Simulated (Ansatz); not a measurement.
Defect: P vacancy in zinc-blende InP, charge state +3. The step: one P atom jumps into the vacancy from a nearby P site (strongly reconstructed ends); the atom moves 4.31 Å along (0.00, -0.51, -0.51) of the unit cell; the moving atom starts with neighbours In at 2.51, 2 In at 2.58, In at 2.60 Å and ends with In at 2.51, 2 In at 2.58, In at 2.61 Å. A PBE band in Ansatz (plane-wave PAW, one k-point at (0.250, 0.250, 0.250), 64 host sites, 53 SCF runs with any check of the saddle's order, static, no finite-size correction) gives a forward barrier of 1.66 eV. The saddle point's order was not checked, and it lies on a symmetry element of the cell, where a band can be held. The charge state is imposed; whether it is stable for some Fermi level was not computed. Forms of the defect that were not tried may lie lower.

Single points at the band's start and saddle point can refine it. Rough cost of one point, in units of the band's mean SCF on the same machine:

| Level | Cost of one point |
|---|---|
| PBE, a 2×2×2 k-point mesh shifted by half a step | about 3 |
| r2SCAN at 500 eV, one k-point at (0.250, 0.250, 0.250) | about 2 |

Task: Which of these move the barrier by more than 0.1 eV, and how far does each move it?

Result: PBE, a 2×2×2 k-point mesh shifted by half a step: +0.08 eV; r2SCAN at 500 eV, one k-point at (0.250, 0.250, 0.250): +0.29 eV. Each functional is compared with PBE at the same k-points.

Ansatz is an electronic-structure program.
